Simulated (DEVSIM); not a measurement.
Device: abrupt Si n-p junction, at 300 K.

| layer (left to right) | material | thickness (μm) | Nd (cm⁻³) | Na (cm⁻³) | τn (s) | τp (s) |
|---|---|---|---|---|---|---|
| 1 | Si | 28.0 | 1.4e19 | - | 8e-5 | 8e-5 |
| 2 | Si | 17.0 | - | 2.3e15 | 8e-5 | 8e-5 |

Left contact: ohmic. Right contact: ohmic. Voltage is applied to the left contact. Recombination: SRH at mid-gap. Mobility is constant in doping. Where it depends on doping, it is μmin + (μ − μmin)/(1 + (N/Nref)^α).

Constants are typed, rounded textbook-type inputs, not results; the design itself was drawn at random and stands for no fabricated device. Values at 300 K; Nc and Nv go as T^1.5, mobilities as T to minus their exponent, the gap by Varshni's rule with the affinity fixed. The table also holds parameters that only a changed run uses.

```tsv
parameter	Si
gap (eV)	1.124
affinity (eV)	4.05
permittivity	11.7
Nc (cm⁻³)	2.86e19
Nv (cm⁻³)	3.1e19
μn (cm²/Vs)	1417
μp (cm²/Vs)	470
μn,min	52
μp,min	45
Nref,n	9.7e16
Nref,p	2.2e17
αn	0.68
αp	0.72
T exponent of μn	2.3
T exponent of μp	2.2
Cn (cm⁶/s)	2.8e-31
Cp (cm⁶/s)	9.9e-32
Varshni α (eV/K)	0.000473
Varshni β (K)	636
```

DEVSIM, 1D drift-diffusion, Boltzmann statistics, complete ionisation; no tunnelling, impact ionisation, image-force lowering or self-heating.

Base results: potential step across the device at zero bias (V) 0.860; dark forward voltage at 1 A/cm² (V) 0.582; dark forward voltage at 100 A/cm² (V) 0.741; largest field in the device at zero bias (V/cm) 210000.

### Question
What follows from this one change: thickness of layer 2 17 → 51 μm?

### Answer
potential step across the device at zero bias little changed (0.860 V); dark forward voltage at 1 A/cm² 0.582 → 0.614 V; dark forward voltage at 100 A/cm² 0.741 → 0.793 V; largest field in the device at zero bias little changed (210000 V/cm).

### Question
What follows from this one change: temperature 300 → 500 K?

### Answer
potential step across the device at zero bias 0.860 → 0.559 V; dark forward voltage at 1 A/cm² 0.582 → 0.130 V; dark forward voltage at 100 A/cm² 0.741 → 0.412 V; largest field in the device at zero bias 210000 → 270000 V/cm.

### Question
What follows from this one change: doping Nd of layer 1 1.4e+19 → 1.4e+18 cm^-3?

### Answer
potential step across the device at zero bias 0.860 → 0.800 V; dark forward voltage at 1 A/cm² little changed (0.583 V); dark forward voltage at 100 A/cm² little changed (0.742 V); largest field in the device at zero bias 210000 → 67000 V/cm.

### Question
What follows from this one change: doping-dependent mobility in place of the constant one?

### Answer
potential step across the device at zero bias little changed (0.860 V); dark forward voltage at 1 A/cm² little changed (0.584 V); dark forward voltage at 100 A/cm² 0.741 → 0.746 V; largest field in the device at zero bias little changed (210000 V/cm).
